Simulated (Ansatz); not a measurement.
## LaBr3 (P6₃/m, No. 176)

Method: HSE06+SOC (Ansatz, a quantum-chemistry and plane-wave program, plane waves, PAW).

Run with plane-wave cutoff 460 eV, 3×3×6 k mesh (along the axes of the cell as run), Fermi–Dirac smearing 0.01 eV, PAW data made under PBE.

Cell (measured lattice):

```cif
data_Br6La2
_chemical_formula_sum 'La2 Br6'
_space_group_name_H-M_alt 'P 1'
_space_group_IT_number 1
_cell_length_a 7.96480
_cell_length_b 7.96480
_cell_length_c 4.51190
_cell_angle_alpha 90.000
_cell_angle_beta 90.000
_cell_angle_gamma 120.000
loop_
_space_group_symop_operation_xyz
  'x, y, z'
loop_
_atom_site_label
_atom_site_type_symbol
_atom_site_fract_x
_atom_site_fract_y
_atom_site_fract_z
_atom_site_occupancy
La1 La 0.66667 0.33333 0.75000 1
La2 La 0.33333 0.66667 0.25000 1
Br1 Br 0.29890 0.91380 0.75000 1
Br2 Br 0.70110 0.08620 0.25000 1
Br3 Br 0.38510 0.29890 0.25000 1
Br4 Br 0.61490 0.70110 0.75000 1
Br5 Br 0.08620 0.38510 0.75000 1
Br6 Br 0.91380 0.61490 0.25000 1
```

band gap: 4.45 eV (direct)

Measured, for comparison: band gap 5.9 eV (temperature not stated, not corrected to a static lattice, literature value; as tabulated in Przystupa et al. (2023), doi:10.3390/ma16145085). Computed (rounded) less measured: band gap -1.45 eV.

Note: cell and atoms aren't relaxed at this level (largest force component 0.04 eV/Å, pressure 0.6 GPa).
